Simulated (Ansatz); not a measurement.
Worked example: self-consistent single point of TlIO3 (R3m, 5 atoms in the cell) in Ansatz (an electronic-structure program).

Method of the run: PBEsol, default PAW files made with PBE (plane waves; Ansatz).

```xyz
5
Lattice="3.1602 1.8246 2.6634 -3.1602 1.8246 2.6634 0.0000 -3.6491 2.6634" Properties=species:S:1:pos:R:3 pbc="T T T"
Tl     0.0000     0.0000     0.1199
I      0.0000     0.0000     4.0100
O      1.3949     0.8053     4.8662
O     -1.3949     0.8053     4.8662
O      0.0000    -1.6107     4.8662
```

Reference input (self-consistent single point, DFT, PBEsol, plane waves, default PAW files made with PBE): basis.ecutwfc = 420 eV; kpoints.mp_grid.grid = 6 6 6; hamiltonian.xc = pbesol; hamiltonian.pseudopotentials = {kind: paw} (the program's default PAW files); scf.occupations.method = fermi_dirac; scf.occupations.width = 0.02 eV. This run's input differs from it in these lines:

Ansatz 0.2 input:
```diff
@@ -12,3 +12,3 @@
 basis:
-  ecutwfc: 420.0
+  ecutwfc: 840.0
 kpoints:
```

Output (repeated stretches shortened):

```
SCF iter   1: F=—  HF=-20405.666655 eV  |F-HF|=—  |Δ(HF+E_count)|=         —  Δρ=1.46e-2  dr2=1.78e-1  ethr=1.77e-3  ⟨swp⟩=8.3  Hψ=4969  notcnv=0
all-band conjugate gradients solve this SCF's bands
preconditioner: auto → Resta (q_TF=auto, 2.447 Å⁻¹)
SCF iter   2: F=—  HF=-20405.624021 eV  |F-HF|=—  |Δ(HF+E_count)|=   4.26e-2  Δρ=3.72e-3  dr2=7.13e-3  ethr=3.70e-4  ⟨swp⟩=3.0  Hψ=1959  notcnv=0  defer=32
   [... lines left out ...]
SCF iter   4: F=—  HF=-20405.622589 eV  |F-HF|=—  |Δ(HF+E_count)|=   7.46e-5  Δρ=2.71e-4  dr2=8.97e-5  ethr=3.12e-6  ⟨swp⟩=2.7  Hψ=1711  notcnv=0  defer=32
SCF iter   5: F=—  HF=-20405.622574 eV  |F-HF|=—  |Δ(HF+E_count)|=   1.56e-5  Δρ=5.95e-5  dr2=4.98e-6  ethr=1.87e-7  ⟨swp⟩=2.0  Hψ=1231  notcnv=0  defer=32
SCF iter   6: F=—  HF=-20405.622576 eV  |F-HF|=—  |Δ(HF+E_count)|=   1.85e-6  Δρ=1.83e-5  dr2=2.95e-7  ethr=1.04e-8  ⟨swp⟩=2.0  Hψ=1661  notcnv=0  defer=32
SCF iter   7: F=-20405.622576 eV  HF=-20405.622576 eV  |F-HF|=2.16e-8  |Δ(HF+E_count)|=   2.47e-7  Δρ=4.92e-6  dr2=2.46e-8  ethr=2.08e-10  ⟨swp⟩=11.2  Hψ=4606  notcnv=0
SCF 1 converged in 7 iterations: F = -20405.622576 eV  dr2 = 2.46e-8
Free energy (F): -20405.622576 eV
Internal energy: -20405.622576 eV  (E = F + TS)
E sigma→0 (E₀):  -20405.622576 eV
Fermi energy:    7.250393 eV
--- Forces (eV/Å), atoms counted from 1 ---
  atom   1  Tl     0.00000000    -0.00000000     0.00522545
  atom   2  I     -0.00000000     0.00000004    -0.34434480
  atom   3  O      0.28781380     0.16616936     0.11303872
  atom   4  O     -0.28781380     0.16616936     0.11303872
  atom   5  O     -0.00000000    -0.33233876     0.11303866
--- Stress (GPa, compression-positive) ---
        0.008011       0.000000       0.000000
        0.000000       0.008011       0.000000
        0.000000       0.000000      -0.277268
  P = ⅓ Tr σ = -0.0871 GPa (-0.871 kbar)
  The stress holds the Pulay correction. Without it, at fixed plane waves, as pw.x and ABINIT print it: P = -0.0979 GPa
```

The run converged in 7 iterations. Against the reference run the free energy falls by 4.8 meV/atom, the pressure moves little (-0.08 to -0.09 GPa), the largest force hardly changes (0.354 to 0.351 eV/Å) and the gap on the mesh moves little (2.696 to 2.695 eV).

The starting cell comes from a database of computed structures (which also holds hypothetical and non-ambient phases and stackings), without a prior relaxation at this level. Its lattice was rescaled by up to half a per cent. One atom was moved a little off its site on purpose. Spin-orbit coupling is off. Ansatz's pressure includes its estimate of the finite-basis (Pulay) stress.
